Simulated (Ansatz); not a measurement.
InAlSb2 (P-4m2, No. 115, 4 atoms in the cell; start mp-1228890) was calculated with r²SCAN (plane waves, PAW; Ansatz, an electronic-structure program).

Settings: plane-wave cutoff 500 eV, 10×10×6 k mesh (along the axes of the cell as run), Fermi–Dirac smearing 0.05 eV, scalar-relativistic PAW data made under PBE.

Cell (relaxed at this level):

```cif
data_AlInSb2
_chemical_formula_sum 'Al1 In1 Sb2'
_space_group_name_H-M_alt 'P 1'
_space_group_IT_number 1
_cell_length_a 4.49440
_cell_length_b 4.49440
_cell_length_c 6.36903
_cell_angle_alpha 90.000
_cell_angle_beta 90.000
_cell_angle_gamma 90.000
loop_
_space_group_symop_operation_xyz
  'x, y, z'
loop_
_atom_site_label
_atom_site_type_symbol
_atom_site_fract_x
_atom_site_fract_y
_atom_site_fract_z
_atom_site_occupancy
Al1 Al 0.00000 0.00000 0.00000 1
In1 In 0.50000 0.50000 0.50000 1
Sb1 Sb 0.00000 0.50000 0.23309 1
Sb2 Sb 0.50000 0.00000 0.76691 1
```

Problem. What does this level give for the band gap?

Solution. 
* **band gap**: 0.94 eV (on the SCF k mesh)

Note: the relaxation could not lower the start's symmetry, so the cell can be a saddle point above a distorted one.

Spin–orbit coupling is not included; with these elements it can move the gap by several tenths of an eV or more.

It cost very roughly 2.9 core-minutes of CPU time.

A start named mp-… is a Materials Project structure, which need not be a measured phase.
